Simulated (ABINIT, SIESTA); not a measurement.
A SIESTA input for a self-consistent single point of Co (P6_3/mmc, 2 atoms in the cell) (DFT, GGA PBE, numerical atomic orbitals DZP, PseudoDojo PBE standard norm-conserving potentials (rewritten from UPF to PSML)):

```
# files in the folder: Co.psml (PseudoDojo PBE standard)
SystemName  Co
SystemLabel co

NumberOfAtoms                2
NumberOfSpecies              1
%block ChemicalSpeciesLabel
  1 27 Co
%endblock ChemicalSpeciesLabel
LatticeConstant              1.0 Bohr
%block LatticeVectors
     4.659257710    0.000000000    0.000000000
    -2.329627910    4.035035818    0.000000000
     0.000000000    0.000000000    7.579096222
%endblock LatticeVectors
AtomicCoordinatesFormat      Bohr
%block AtomicCoordinatesAndAtomicSpecies
    -0.000001700    2.690025224    1.894774056  1
     2.329631500    1.345010594    5.684322167  1
%endblock AtomicCoordinatesAndAtomicSpecies

XC.functional                GGA
XC.authors                   PBE
PAO.BasisSize                DZP
PAO.EnergyShift              0.01 Ry
MeshCutoff                   300 Ry
%block kgrid.MonkhorstPack
   20   0   0  0.0
    0  20   0  0.0
    0   0  11  0.0
%endblock kgrid.MonkhorstPack
OccupationFunction           MP
OccupationMPOrder            0
ElectronicTemperature        136.0 meV
Spin                         polarized
%block DM.InitSpin
  1 +3.00
  2 +3.00
%endblock DM.InitSpin

MaxSCFIterations             150
SCF.Mixer.Method             Broyden
SCF.Mixer.Weight             0.1
SCF.Mixer.History            6
SCF.DM.Tolerance             1.0E-04
Diag.ParallelOverK           true
WriteForces                  true
Charge.Mulliken              end
```

### Question
Write the same calculation as an input for ABINIT.

### Answer
One input that does it (others would too):

```
# Co, PseudoDojo nc-sr-05 PBE standard
pp_dirpath "./"
pseudos "Co.upf"
acell 4.6592578708 4.6592578708 7.5790962221
rprim
         1.0000000000   -0.0000001094    0.0000000000
        -0.4999999053    0.8660254585    0.0000000000
         0.0000000000    0.0000000000    1.0000000000
natom 2
ntypat 1
znucl 27
typat 1 1
xcart
         0.0000002943    2.6900237859    1.8947740555
         2.3296290825    1.3450116381    5.6843221666
ecut 48
ixc 11
nsppol 2
spinat
      0 0 3
      0 0 3
occopt 7
tsmear 0.00499791
nband 27
kptopt 1
ngkpt 20 20 11
nshiftk 1
shiftk 0 0 0
nstep 100
tolvrs 1.0e-10
prtwf 0
prtden 0
enunit 2
```

Basis, cutoffs, solver keys and any potentials are the target program's own. This input uses DFT, PBE, plane waves, norm-conserving pseudopotentials (PseudoDojo nc-sr-05 PBE standard). Both were run: pressure -3.61 GPa in SIESTA and 6.65 in ABINIT; size of the net moment 1.60 μB/atom in SIESTA and 1.60 in ABINIT.

On ABINIT: the starting cell comes from a database of computed structures (which also holds hypothetical and non-ambient phases and stackings), without a prior relaxation at this level. Its lattice was rescaled by a random factor within 2.5 % of one. The magnetic order is the one reached from the typed start; others were not searched systematically. With a pressure of about 7 GPa the cell is away from its equilibrium volume at this level.

On SIESTA: the starting cell comes from a database of computed structures (which also holds hypothetical and non-ambient phases and stackings), without a prior relaxation at this level. Its lattice was rescaled by a random factor within 2.5 % of one. The magnetic order is the one reached from the typed start; others were not searched systematically. Values carry the incompleteness of an atom-centred basis. With a pressure of about -4 GPa the cell is away from its equilibrium volume at this level.
